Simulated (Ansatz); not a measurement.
The starting structures come from a database of crystals and need not be the phases stable at ambient conditions.

Inside the gap of an insulator the Bloch states are evanescent, with a wavenumber k + iκ along the transport direction.

Data:

```xyz
16
Lattice="7.0877 -0.0159 -0.0204 3.0536 6.7723 -0.0076 2.3207 -1.0407 5.1237" Properties=species:S:1:pos:R:3 pbc="T T T"
B      4.2237     1.9754     1.6812
B      8.2383     3.7403     3.4144
H      3.5385     3.7128     2.3445
H      8.9236     2.0028     2.7512
Pb     7.2354     1.7415     0.2697
Pb     5.2267     3.9741     4.8260
Pb     6.6140    -0.1970     3.3505
Pb     5.8480     5.9127     1.7452
O      3.0517     1.3915     2.0935
O      9.4103     4.3242     3.0022
O      4.3884     3.3594     1.8877
O      8.0736     2.3563     3.2079
O      5.2003     1.2275     1.0870
O      7.2618     4.4881     4.0087
O      1.7308    -0.7761     3.8213
O      0.5899    -0.2645     1.3024
```

Space group of this cell: C2/m. The cell was relaxed by PBE-D3(BJ); by r2SCAN its mean pressure is -1.9 GPa.

Transport runs along the normal of the first two printed cell vectors.

The gap is the functional's own, uncorrected, and κ follows it; spin-orbit coupling is left out. Mid-gap values are interpolated between the computed energies.

Task: Predict the band gap and the smallest decay constant κ at mid-gap from r2SCAN in Ansatz (a program for electronic structure).

Result: Gap 3.34 eV on a 6×6×6 mesh; κ = 0.373 1/Å, at (0.333, 0.333) of the in-plane reciprocal vectors. At the zone centre, at the nearest computed energy, the slowest state has κ = 0.39 1/Å.
